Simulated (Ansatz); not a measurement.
**La2O3: pressure series**

Consider La₂O₃ (space group P-3m1, No. 164; a = 3.9353 Å, c = 6.1263 Å).

Cell and atoms are relaxed at each pressure.

Calculations: r2SCAN in Ansatz (plane waves to 500 eV, PAW, no SOC).

```csv
case,c/a ratio,electron mass,volume per atom,width of the top valence band
base,1.557,1.3 mₑ (at K),16.43 Å³,0.38 eV
pressure −2 GPa,(withheld),1.3 mₑ (at K),16.73 Å³,0.37 eV
pressure −1 GPa,1.563,1.3 mₑ (at K),16.58 Å³,0.38 eV
pressure 0.9 GPa,1.551,1.3 mₑ (at K),16.31 Å³,0.39 eV
pressure 2.1 GPa,1.544,1.3 mₑ (at K),16.15 Å³,0.40 eV
pressure 4.5 GPa,1.529,1.3 mₑ (at K),15.84 Å³,0.41 eV
pressure 9 GPa,1.501,1.2 mₑ (at K),15.34 Å³,0.47 eV
pressure 15 GPa,1.467,1.1 mₑ (at K),14.76 Å³,(withheld)
pressure 22.5 GPa,1.428,"1.1 mₑ along c, 1.0 mₑ across (at K)",14.17 Å³,0.53 eV
pressure 30 GPa,1.400,"1.1 mₑ along c, 1.0 mₑ across (at K)",13.68 Å³,(withheld)
```

Task: Fill in the withheld entries from the trend.

Result: 
- pressure −2 GPa, c/a ratio: 1.569
- pressure 15 GPa, width of the top valence band: 0.49 eV
- pressure 30 GPa, width of the top valence band: 0.55 eV

The levels and masses belong to the bands next to the band gap. Load acts through the strain it causes; cell and atoms are relaxed under it. Effective masses come from finite differences of ±0.01 Å⁻¹. Stability against distortions was not tested. No other phases were tried under pressure.

Ansatz is a program for electronic structure.
